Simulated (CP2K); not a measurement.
Band structure of Na2ZnGe (Cmcm, 8 atoms in the cell).

```yaml
crystal:
  lattice:
    - [5.90656, 0.00000, 0.00000]
    - [1.24620, 5.77360, 0.00000]
    - [0.00000, 0.00000, 5.50020]
  atoms:
    - { symbol: Ge, position: [0.23142, 0.76858, 0.25000] }
    - { symbol: Ge, position: [0.76858, 0.23142, 0.75000] }
    - { symbol: Zn, position: [0.50000, 0.50000, 0.00000] }
    - { symbol: Zn, position: [0.50000, 0.50000, 0.50000] }
    - { symbol: Na, position: [0.03424, 0.31534, 0.25000] }
    - { symbol: Na, position: [0.96576, 0.68466, 0.75000] }
    - { symbol: Na, position: [0.31534, 0.03424, 0.75000] }
    - { symbol: Na, position: [0.68466, 0.96576, 0.25000] }
```

Level of theory: PBEsol, GPW, DZVP-MOLOPT-SR-GTH basis, GTH-PBE potentials (GTH_POTENTIALS) in CP2K.

Settings: CUTOFF = 950 Ry; REL_CUTOFF = 60 Ry; SMEAR/METHOD = FERMI_DIRAC; ELECTRONIC_TEMPERATURE = 580.23 K; KPOINTS/SCHEME = MONKHORST-PACK 3 3 4; GAMMA_CENTERED = T; XC_FUNCTIONAL = PBE:PBESOL; Ge/BASIS_SET = DZVP-MOLOPT-SR-GTH-q4; Ge/POTENTIAL = GTH-PBE-q4; Zn/BASIS_SET = DZVP-MOLOPT-SR-GTH-q12; Zn/POTENTIAL = GTH-PBE-q12; Na/BASIS_SET = DZVP-MOLOPT-SR-GTH-q9; Na/POTENTIAL = GTH-PBE-q9; METHOD = GPW.

The starting cell comes from a database of published, mostly measured structures (it also holds non-ambient and calculated ones), without a prior relaxation at this level. Values carry the incompleteness of an atom-centred basis. The potentials were made for another functional than the one used.

Levels in eV from the Fermi level, bands 31 to 36:
| point | 31 | 32 | 33 | 34 | 35 | 36 |
|---|---|---|---|---|---|---|
| Γ | -1.01 | -0.90 | -0.85 | -0.33 | 0.00 | 0.32 |
| X | -1.90 | -1.47 | -0.82 | 0.15 | 0.23 | 1.86 |
| S | -1.95 | -1.61 | -1.11 | -1.11 | 0.13 | 2.44 |
| R | -1.05 | -1.05 | -0.44 | -0.44 | 0.68 | 0.68 |
| A | -1.88 | -1.88 | -1.64 | -1.64 | 3.03 | 3.03 |
| Z | -1.85 | -1.85 | -0.48 | -0.48 | 1.04 | 1.04 |
| Y | -1.92 | -1.24 | -0.67 | 0.23 | 0.29 | 1.33 |
| X1 | -1.90 | -1.47 | -0.82 | 0.15 | 0.23 | 1.86 |
| A1 | -1.88 | -1.88 | -1.64 | -1.64 | 3.03 | 3.03 |
| T | -1.97 | -1.97 | -1.95 | -1.95 | 3.31 | 3.31 |

Bands cross the Fermi level along this path, so the cell is metallic at this level.

Higher empty bands are left out: an atom-centred basis made for the valence describes them poorly.
